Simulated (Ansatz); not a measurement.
## By hand: formation energy of ZnSe (zinc blende, F-43m) from the elements

This concerns the formation energy of ZnSe (zinc blende, F-43m) from the elements. Reaction: Se (P3₁21) + Zn (hcp) → ZnSe (zinc blende). The sign is products less reactants. The value is per atom of the solid.

ZnSe (zinc blende, F-43m), 2 atoms in the cell. Conventional cell: a = b = c = 5.655 Å, α = β = γ = 90.00°.

Ansatz (a program for electronic structure) with PAW potentials; structures come from PBE+D3(BJ) relaxations, nuclei static, no net charge. Ansatz runs with its PAW set soft_1. Other levels take these structures. The lattices are those relaxed with PBE+D3(BJ), so at other levels the solids can be strained, which adds to the spread. A dispersion term (D3(BJ), or D4 for r2SCAN) was computed beside these levels and is taken off wherever the name lacks it. Space groups of crystals are read within 0.01 Å.

Total energies of the cells in eV, at zero smearing width. They compare only within one column; the weights balance every element.

| cell | atoms | weight | r2SCAN | RPBE |
|---|---|---|---|---|
| ZnSe (zinc blende) | 2 | +3 | -8805.51553 | -8800.98493 |
| Se (P3₁21) | 3 | −1 | -16434.29075 | -16425.15702 |
| Zn (hcp) | 2 | −3/2 | -6651.35647 | -6648.79937 |

r2SCAN: 3 × (-8805.51553) − (-16434.29075) − 3/2 × (-6651.35647) = -5.221 eV; dividing by 6 atoms gives -0.87 eV/atom.

RPBE: 3 × (-8800.98493) − (-16425.15702) − 3/2 × (-6648.79937) = -4.599 eV; dividing by 6 atoms gives -0.77 eV/atom.

What follows from the r2SCAN value: A formula unit of ZnSe has 2 atoms, so it forms with -0.8702 × 2 = -1.740 eV, or -167.9 kJ/mol at 96.485 kJ/mol per eV.
